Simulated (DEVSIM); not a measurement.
System: abrupt Si n-p junction, at 300 K.

| layer (left to right) | material | thickness (μm) | Nd (cm⁻³) | Na (cm⁻³) | τn (s) | τp (s) |
|---|---|---|---|---|---|---|
| 1 | Si | 86.0 | 3.8e18 | - | 5.4e-6 | 5.4e-6 |
| 2 | Si | 11.0 | - | 3.4e16 | 5.4e-6 | 5.4e-6 |

Left contact: ohmic. Right contact: ohmic. Voltage is applied to the left contact. Recombination: SRH at mid-gap, Auger. Mobility is μmin + (μ − μmin)/(1 + (N/Nref)^α).

Constants are typed, rounded textbook-type inputs, not results; the design itself was drawn at random and stands for no fabricated device. Values at 300 K.

```csv
parameter,Si
gap (eV),1.124
affinity (eV),4.05
permittivity,11.7
Nc (cm⁻³),2.86e19
Nv (cm⁻³),3.1e19
μn (cm²/Vs),1417
μp (cm²/Vs),470
"μn,min",52
"μp,min",45
"Nref,n",9.7e16
"Nref,p",2.2e17
αn,0.68
αp,0.72
Cn (cm⁶/s),2.8e-31
Cp (cm⁶/s),9.9e-32
```

DEVSIM, 1D drift-diffusion, Boltzmann statistics, complete ionisation; no tunnelling, impact ionisation, image-force lowering or self-heating.

Base results: potential step across the device at zero bias (V) 0.896; dark forward voltage at 1 A/cm² (V) 0.649; dark forward voltage at 100 A/cm² (V) 0.787; largest field in the device at zero bias (V/cm) 130000.

### Question
What follows from this one change: thickness of layer 1 86 → 17 μm?

### Answer
potential step across the device at zero bias little changed (0.896 V); dark forward voltage at 1 A/cm² little changed (0.649 V); dark forward voltage at 100 A/cm² 0.787 → 0.779 V; largest field in the device at zero bias little changed (130000 V/cm).

### Question
What follows from this one change: doping Nd of layer 1 3.8e+18 → 1.1e+17 cm^-3?

### Answer
potential step across the device at zero bias 0.896 → 0.804 V; dark forward voltage at 1 A/cm² little changed (0.649 V); dark forward voltage at 100 A/cm² 0.787 → 0.840 V; largest field in the device at zero bias 130000 → 78000 V/cm.

### Question
What follows from this one change: thickness of layer 2 11 → 3.8 μm?

### Answer
potential step across the device at zero bias little changed (0.896 V); dark forward voltage at 1 A/cm² 0.649 → 0.621 V; dark forward voltage at 100 A/cm² 0.787 → 0.753 V; largest field in the device at zero bias little changed (130000 V/cm).

### Question
What follows from this one change: constant mobility in place of the doping-dependent one?

### Answer
potential step across the device at zero bias little changed (0.896 V); dark forward voltage at 1 A/cm² 0.649 → 0.639 V; dark forward voltage at 100 A/cm² 0.787 → 0.766 V; largest field in the device at zero bias little changed (130000 V/cm).
